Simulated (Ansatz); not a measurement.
Base system: MgB2C2 (space group Pnnm, No. 58; a = 4.617 Å, b = 7.169 Å, c = 2.766 Å; a cell from a computed database, its experimental status unchecked). Axes: x, y, z lie along a, b, c of the conventional cell.

All numbers come from PBEsol in Ansatz (plane waves to 420 eV, PAW, no spin-orbit coupling).

For the base:

The gap character is indirect, Γ → Γ–Z (50 % along) and the smallest direct gap is 1.70 eV. The pressure is 0.00 GPa.

One thing is altered: compressive biaxial strain of 1.17 % in the plane normal to [001], as in epitaxy on a mismatched substrate; the out-of-plane cell vector and the atoms relax.

Question: What happens to the out-of-plane strain, gap character, smallest direct gap and pressure?

Answer: The out-of-plane strain comes out as +0.16 %; the gap character remains indirect, Γ → Γ–Z (50 % along); the smallest direct gap goes up by 0.084 eV to 1.79 eV; the pressure (mean of the normal stresses, compression positive) goes from zero to 2.49 GPa.

Stability against distortions was not tested.

Ansatz is a quantum-chemistry and plane-wave program.
